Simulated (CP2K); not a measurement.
Input and output of a self-consistent single point for Sr2H3I (P-3m1, 6 atoms in the cell) (CP2K).

Computed with LDA (Pade form), GPW, DZVP-MOLOPT-SR-GTH basis, GTH-PADE potentials (GTH_POTENTIALS) (CP2K 2026.2).

```yaml
crystal:
  lattice:
    - [4.24273, 0.00000, 0.00000]
    - [-2.12136, 3.67431, 0.00000]
    - [0.00000, 0.00000, 7.68275]
  atoms:
    - { symbol: Sr, position: [0.66667, 0.33333, 0.67866] }
    - { symbol: Sr, position: [0.33333, 0.66667, 0.32134] }
    - { symbol: H, position: [0.00000, 0.00000, 0.50000] }
    - { symbol: H, position: [0.66667, 0.33333, 0.35725] }
    - { symbol: H, position: [0.33333, 0.66667, 0.64275] }
    - { symbol: I, position: [0.00000, 0.00000, 0.00000] }
```

Reference input (self-consistent single point, DFT PBEsol, GPW, DZVP-MOLOPT-SR-GTH basis, GTH-PBE potentials (GTH_POTENTIALS)): CUTOFF = 500 Ry; REL_CUTOFF = 50 Ry; SMEAR/METHOD = FERMI_DIRAC; ELECTRONIC_TEMPERATURE = 232.09 K; KPOINTS/SCHEME = MONKHORST-PACK 6 6 3; GAMMA_CENTERED = T; XC_FUNCTIONAL = PBE:PBESOL; Sr/BASIS_SET = DZVP-MOLOPT-SR-GTH-q10; Sr/POTENTIAL = GTH-PBE-q10; H/BASIS_SET = DZVP-MOLOPT-SR-GTH-q1; H/POTENTIAL = GTH-PBE-q1; I/BASIS_SET = DZVP-MOLOPT-SR-GTH-q7. This run's input differs from it in these lines:

```diff
@@ -44,6 +44,3 @@
     &XC
-      &XC_FUNCTIONAL
-        &PBE
-          PARAMETRIZATION PBESOL
-        &END PBE
+      &XC_FUNCTIONAL PADE
       &END XC_FUNCTIONAL
@@ -83,3 +80,3 @@
       BASIS_SET DZVP-MOLOPT-SR-GTH-q10
-      POTENTIAL GTH-PBE-q10
+      POTENTIAL GTH-PADE-q10
     &END KIND
@@ -87,3 +84,3 @@
       BASIS_SET DZVP-MOLOPT-SR-GTH-q1
-      POTENTIAL GTH-PBE-q1
+      POTENTIAL GTH-PADE-q1
     &END KIND
@@ -91,3 +88,3 @@
       BASIS_SET DZVP-MOLOPT-SR-GTH-q7
-      POTENTIAL GTH-PBE-q7
+      POTENTIAL GTH-PADE-q7
     &END KIND
```

The program printed (abridged):

```
 SCF WAVEFUNCTION OPTIMIZATION

  Step     Update method      Time    Convergence         Total energy    Change
     1 NoMix/Diag. 0.20E+00      -     1.82234635       -74.7965028935 -7.48E+01
     2 Broy./Diag. 0.20E+00      -     0.01489257       -74.9851722266 -1.89E-01
     3 Broy./Diag. 0.20E+00      -     0.05335018       -74.8240473499  1.61E-01
     4 Broy./Diag. 0.20E+00      -     0.00694187       -74.8304402498 -6.39E-03
     5 Broy./Diag. 0.20E+00      -     0.01502788       -74.8419273624 -1.15E-02
     6 Broy./Diag. 0.20E+00      -     0.00398593       -74.8600413060 -1.81E-02
   [... 8 lines left out ...]
    15 Broy./Diag. 0.20E+00      -     0.00000275       -74.8651102624  1.16E-05
    16 Broy./Diag. 0.20E+00      -     0.00000017       -74.8651021935  8.07E-06
    17 Broy./Diag. 0.20E+00      -     0.00000031       -74.8650965352  5.66E-06
    18 Broy./Diag. 0.20E+00      -     0.00000002       -74.8650956176  9.18E-07
  *** SCF run converged in    18 steps ***

  Overlap energy of the core charge distribution:               0.00000000000000
  Self energy of the core charge distribution:               -146.45421272927175
  Core Hamiltonian energy:                                     32.04002977630221
  Hartree energy:                                              51.45165479018768
  Exchange-correlation energy:                                -11.90256745477257
  Electronic entropic energy:                                  -0.00000000000098
  Fermi energy:                                                 0.24343045688779

  Total energy:                                               -74.86509561755541
  Total energy (extrapolated to T->0):                        -74.86509561755493

   [... lines left out ...]

 STRESS| Analytical stress tensor [bar]
 STRESS|                        x                   y                   z
 STRESS|      x       -4.63053807186E+04   1.33862141759E-01   5.43436222164E-02
 STRESS|      y        1.33862141759E-01  -4.63052315506E+04  -3.35907354114E-02
 STRESS|      z        5.43436222164E-02  -3.35907354114E-02  -3.86896609776E+04
 STRESS| 1/3 Trace                                            -4.37667577490E+04
```

The run converged in 18 iterations. Against the reference run the pressure goes from -2.81 to -4.38 GPa, the largest force goes from 0.073 to 0.067 eV/Å and the gap on the mesh goes from 1.035 to 0.873 eV.

The starting cell comes from a database of computed structures (which also holds hypothetical and non-ambient phases and stackings), without a prior relaxation at this level. Spin-orbit coupling is off. Values carry the incompleteness of an atom-centred basis. With a pressure of about -4 GPa the cell is away from its equilibrium volume at this level.

Cost on one core of a shared machine: roughly 50 s.
